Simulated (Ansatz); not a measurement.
Amorphous IGZO (In₆Ga₁₂Zn₆O₃₃), 57 atoms at 5.60 g/cm³, one PBE-relaxed geometry, zone centre. Methods: PBE, scalar-relativistic without spin-orbit coupling (Ansatz, an electronic-structure program); r2SCAN, scalar-relativistic without spin-orbit coupling (Ansatz). Plane waves to 420 eV (r2SCAN 500 eV). At PBE the levels at the filled edge of the gap are localised (band-tail or defect states), and the nearest spread-out levels lie 1.3 eV apart at the zone centre. All rungs ran without spin polarisation.

It comes from a melt-quench run on a machine-learned potential (CHGNet), relaxed afterwards by DFT. O atoms were pushed apart under 1.9 Å during the dynamics, to hinder bonds among them. The hot cell started wider than the set density and was brought back towards it in steps. It is the lowest in DFT energy of 2 quenches. It is a model cell: composition and starting density were chosen by hand, and all elements were melted together. No dispersion term was used. Its density started from a set value of 5.78 and ended at 5.60 g/cm³. The quench (nominally 84 K/ps over its main leg) was far faster than any real one, so the model tends to hold more defects than a real film. Values belong to this one cell and scatter from quench to quench. The volume was free in the relaxation, at fixed shape. Stress components on the final sampling reach 1.8 GPa.

The relaxation ran on the zone centre alone. At PBE the level gap is 0.94 eV on a 2×2×2 Γ-centred mesh, and the spacing at the zone centre alone 0.93 eV.

Problem. What zone-centre spacing does r2SCAN give, roughly?

Solution. 1.39 eV (+0.47 eV against PBE).

The highest filled and the lowest empty state spread over these numbers of atoms (participation numbers): PBE: 5.9 and 52.3; r2SCAN: 5.8 and 51.5.
